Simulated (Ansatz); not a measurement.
A self-consistent single point of NaInP2O7 (P1, 44 atoms in the cell) with Ansatz (a quantum-chemistry and plane-wave program).

Method of the run: PBEsol, default PAW files made with PBE (plane waves; Ansatz).

```xyz
44
Lattice="7.5003 0.0000 0.0000 0.0000 8.1774 0.0000 -3.7059 0.0000 9.1101" Properties=species:S:1:pos:R:3 pbc="T T T"
In     4.6201     8.1453     2.2975
In     1.0312     4.0578     2.2949
In    -0.8508     0.0201     6.8536
In     2.8428     4.0993     6.9010
P      1.5364     1.7004     8.6319
P      0.4243     5.9406     4.9453
P      2.3041     6.4010     0.4187
P      3.4179     2.2500     4.2180
P      4.9237     6.0795     4.9206
P     -2.9880     2.0393     8.7345
P     -1.1601     1.9842     4.1577
P      6.8230     6.0740     0.3936
Na     1.1514     0.1080     2.5431
Na     4.5559     4.3158     1.9635
Na     2.7596     8.0069     6.5411
Na    -0.8069     3.9567     7.2475
O     -1.1619     0.7408     3.3347
O      6.8773     4.8004     1.0517
O      4.9283     7.4250     5.7033
O     -3.0150     3.3422     7.9677
O      4.7027     6.3151     3.4253
O      0.8821     2.2014     1.1945
O     -0.9266     1.8612     5.6396
O      2.9287     5.9082     8.0055
O      3.1295     0.8609     3.5770
O      2.3819     5.0181     0.9845
O      0.6401     7.3074     5.4776
O      1.2876     3.2044     8.1796
O      5.8476     7.1813     0.8860
O     -0.1076     3.0376     3.6623
O     -2.0515     1.0102     8.1877
O      4.0189     5.2177     5.5233
O      0.8897     0.7732     7.8212
O      1.0545     4.7783     5.9173
O      2.8863     7.4649     1.3547
O      2.6985     3.3476     3.1758
O      4.8056     1.7251     1.0669
O      0.7512     5.8364     3.5365
O     -1.0297     6.4480     8.0436
O      2.9005     2.3915     5.5703
O      3.0399     1.4425     8.4491
O     -1.0986     5.5036     5.0791
O      0.7439     6.8608     0.5821
O      4.8885     2.7201     3.9624
```

Reference input (self-consistent single point, DFT, PBEsol, plane waves, default PAW files made with PBE): basis.ecutwfc = 420 eV; kpoints.mp_grid.grid = 3 2 2; hamiltonian.xc = pbesol; hamiltonian.pseudopotentials = {kind: paw} (the program's default PAW files); scf.occupations.method = gaussian; scf.occupations.width = 0.136 eV. This run's input differs from it in these lines:

Ansatz 0.2 input:
```diff
@@ -51,3 +51,3 @@
 basis:
-  ecutwfc: 420.0 eV
+  ecutwfc: 380.0 eV
 kpoints:
```

The program printed (abridged):

```
SCF iter   1: F=—  HF=-49650.213218 eV  |F-HF|=—  |Δ(HF+E_count)|=         —  Δρ=1.34e-2  dr2=7.11e-1  ethr=1.77e-3  ⟨swp⟩=6.8  Hψ=7409  notcnv=0  defer=163
all-band conjugate gradients solve this SCF's bands
preconditioner: auto → Resta (q_TF=auto, 2.454 Å⁻¹)
SCF iter   2: F=—  HF=-49650.009587 eV  |F-HF|=—  |Δ(HF+E_count)|=   2.04e-1  Δρ=2.26e-3  dr2=2.05e-2  ethr=2.40e-4  ⟨swp⟩=2.0  Hψ=2428  notcnv=0  defer=318
   [... lines left out ...]
SCF iter   6: F=—  HF=-49650.011734 eV  |F-HF|=—  |Δ(HF+E_count)|=   8.27e-4  Δρ=5.17e-5  dr2=1.39e-5  ethr=2.63e-8  ⟨swp⟩=3.0  Hψ=2222  notcnv=0  defer=318
SCF iter   7: F=—  HF=-49650.011738 eV  |F-HF|=—  |Δ(HF+E_count)|=   4.21e-6  Δρ=1.83e-5  dr2=1.63e-6  ethr=4.70e-9  ⟨swp⟩=2.2  Hψ=2117  notcnv=0  defer=318
SCF iter   8: F=—  HF=-49650.011740 eV  |F-HF|=—  |Δ(HF+E_count)|=   1.66e-6  Δρ=5.69e-6  dr2=2.08e-7  ethr=5.50e-10  ⟨swp⟩=2.6  Hψ=2405  notcnv=0  defer=318
SCF iter   9: F=-49650.011740 eV  HF=-49650.011740 eV  |F-HF|=1.50e-8  |Δ(HF+E_count)|=   2.08e-7  Δρ=3.24e-6  dr2=5.05e-8  ethr=3.38e-11  ⟨swp⟩=16.8  Hψ=9081  notcnv=0
SCF 1 converged in 9 iterations: F = -49650.011740 eV  dr2 = 5.05e-8
Free energy (F): -49650.011740 eV
Internal energy: -49650.011740 eV  (E = F + TS)
E sigma→0 (E₀):  -49650.011740 eV
Fermi energy:    6.317054 eV
--- Forces (eV/Å), atoms counted from 1 ---
  atom   1  In     0.41287313    -0.08105542    -0.29134098
  atom   2  In    -0.63335472    -0.43658359     0.14563254
  atom   3  In    -0.23253113     0.00490004    -1.28301190
  atom   4  In    -1.59593824     0.73040610    -0.26722449
  atom   5  P     -0.13937080     8.30273305     7.52499135
   [... 35 lines left out ...]
  atom  41  O      2.12995391    -1.30624048    -0.17811234
  atom  42  O     -0.61246499    -0.62565655     0.58008651
  atom  43  O     -0.04423231    -0.31096281    -0.10463180
  atom  44  O      1.29607049    -0.01679953     0.25276506
--- Stress (GPa, compression-positive) ---
        4.082865       2.859368      -1.219021
        2.859368       4.664065       1.249070
       -1.219021       1.249071       3.336822
  P = ⅓ Tr σ = 4.0279 GPa (40.279 kbar)
  The stress holds the Pulay correction. Without it, at fixed plane waves, as pw.x and ABINIT print it: P = 1.4684 GPa
```

The run converged in 9 iterations. Against the reference run the free energy goes up by 17.3 meV/atom, the pressure moves little (4.10 to 4.03 GPa), the largest force moves little (11.202 to 11.206 eV/Å) and the gap on the mesh hardly changes (3.706 to 3.702 eV).

The starting cell comes from a database of published, mostly measured structures (it also holds non-ambient and calculated ones), without a prior relaxation at this level. Its atoms were displaced at random from the sites of space group no. 14. Forces in this geometry exceed 1 eV/Å. Ansatz's pressure includes its estimate of the finite-basis (Pulay) stress. Without the estimate this run gives 1.47 GPa. The cutoff lies below the one recommended for these files.

Cost on one core of a shared machine: roughly 40 s.
